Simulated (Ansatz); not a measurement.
Results of PBEsol in Ansatz (PAW) for TiRh (P4/mmm, No. 123).

Numerical settings: plane-wave cutoff 520 eV, 18×18×16 k mesh (along the axes of the cell as run), Fermi–Dirac smearing 0.05 eV, no spin polarisation, scalar-relativistic PAW data made under PBE.

Cell (relaxed at this level):

RhTi has the tetragonal space group P4/mmm (No. 123), Pearson symbol tP2. Lattice parameters: a = b = 2.9205 Å, c = 3.3841 Å, α = β = γ = 90.00°. Ti on 1d is surrounded by 8 Rh at 2.670 Å and 4 Ti at 2.921 Å and 2 Ti at 3.384 Å. Rh on 1a is coordinated by 8 Ti at 2.670 Å and 4 Rh at 2.921 Å and 2 Rh at 3.384 Å. (Neighbours: up to the widest gap in distance over summed covalent radii, below 1.35, at either atom.)

### Question
What does this level give for the bulk modulus?

### Answer

* **bulk modulus**: 210 GPa

The run finds no gap.

Note: the bulk modulus is −V dP/dV from two relaxed cells at ±2 % in volume.

Computing time: very roughly 2.8 core-minutes.

Ansatz is a program for electronic structure.
